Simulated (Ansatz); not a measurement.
The starting structures come from a database of crystals and need not be the phases stable at ambient conditions.

 Where the default PAW files enter, the runs use the earlier of Ansatz's two default sets.

Consider the following.

```yaml
crystal:
  lattice:
    - [5.42486, 0.00000, 0.00000]
    - [0.00000, 5.42486, 0.00000]
    - [2.71243, -2.71243, 3.83595]
  atoms:
    - { symbol: K, position: [0.75000, 0.75000, 0.50000] }
    - { symbol: K, position: [0.25000, 0.25000, 0.50000] }
    - { symbol: Se, position: [0.00000, 0.00000, 0.00000] }
```

Space group of this cell: Fm-3m, anti-fluorite. The cell is taken as given.

Transport runs along the normal of the first two printed cell vectors, the (001) plane of the conventional cell.

The gap is the functional's own, uncorrected, and κ follows it; spin-orbit coupling is left out. Mid-gap values are interpolated between the computed energies.

Problem. Estimate the band gap and the smallest decay constant κ at mid-gap that PBEsol in Ansatz (a quantum-chemistry and plane-wave program) returns for this system.

Solution. Gap 2.06 eV on a 8×8×8 mesh; κ = 0.240 1/Å, at the zone centre.
